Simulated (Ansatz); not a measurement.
The reference is TiSi₂ (space group Fddd, No. 70).

```
CELL_PARAMETERS angstrom
      0.00000     4.13243     4.28241
      2.40310     0.00000     4.28241
      2.40310     4.13243     0.00000
ATOMIC_POSITIONS crystal
  Si 0.66301 0.33699 0.66301
  Si 0.33699 0.66301 0.33699
  Si 0.58699 0.91301 0.58699
  Si 0.91301 0.58699 0.91301
  Ti 0.00000 0.00000 0.00000
  Ti 0.25000 0.25000 0.25000
```

Calculations: Ansatz (a program for electronic structure), PBE, PAW, cutoff 420 eV, scalar-relativistic without spin-orbit coupling, earlier PAW set.

Base values:

```
Quantity            Value
---------------  --------
Volume per atom  14.18 Å³
```

Modification: Ni takes the place of Si on all its sites; the structure is relaxed again.

Problem. What happens to the volume per atom?

Solution. The volume per atom drops by 1.69 Å³ to 12.49 Å³.

Whether these cells are dynamically stable was not tested. As relaxed here, TiNi2 is a hypothetical phase, not in the database extracts checked. Seeded moments were not kept for Si → Ni. All final runs are without spin polarisation.
